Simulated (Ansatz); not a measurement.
The reference is HfO2 (space group P4_2/nmc, No. 137; a = 3.5671 Å, c = 5.1660 Å). Axes: x, y, z lie along a, b, c of the conventional cell.

The change: uniaxial stress, 2 GPa compression along z; all other stress components relax to zero.

Levels (all Ansatz, an electronic-structure program, PAW): PBEsol (420 eV, without spin-orbit coupling); r2SCAN (500 eV, no spin-orbit coupling); HSE06 (420 eV, scalar-relativistic without spin-orbit coupling).

One geometry, relaxed with PBEsol, under each level:

| level | band gap | lowest conduction level above the VBM at special points | pressure |
|---|---|---|---|
| PBEsol | 4.55 eV | Γ 4.55 eV; X 4.98 eV; R 5.17 eV; Z 5.27 eV | 0.67 GPa |
| r2SCAN | 5.21 eV | Γ 5.21 eV; X 5.59 eV; R 5.77 eV; Z 5.90 eV | 2.90 GPa |
| HSE06 | 6.32 eV | Γ 6.32 eV; X 6.77 eV; R 6.99 eV | – |

Single points use the geometry relaxed with PBEsol. Their cutoffs differ, which shifts pressures a little. HSE06 gaps are upper bounds (no full band path). Spin-orbit coupling, missing from the scalar runs, can matter with Hf. Load acts through the strain it causes; cell and atoms are relaxed under it. Beyond what the load breaks, stability against distortions was not tested. This is not the structure that HfO2 has at room temperature and ambient pressure.
